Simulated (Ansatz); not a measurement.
## Defect calculation: Cu on the Ta site in metastable rock-salt TaN

Method: PBE, PAW (plane waves to 420 eV; Ansatz, a first-principles code). Cell: 64 sites, 2×2×2; final energies on a 4×4×4 shifted mesh. The relaxation kept the symmetry of the starting site. Site at the start: the Ta site. These values are not converged in cell size to better than tenths of an eV.  Spin–orbit coupling is left out, which matters for these heavy elements, and no Hubbard U is applied to the open shells. Each state is the lowest found from its start.

| charge | moment (μB) | point group | largest move off a lattice site (Å) | above the lowest spin state (eV) |
|---|---|---|---|---|
| 0 | 0.0 | Oh | 0.04 | 0.00 |
| 0 | not spin-polarised | Oh | 0.04 | 0.00 |

Point groups are those of the whole cell at tolerances of 0.03 and 0.1 Å ("near" where only the looser one holds); none is given for unsettled states.

Starting moments that weren't kept: charge 0 began with 2 μB and ended with 0.0.

All states together cost roughly 30 core-minutes.
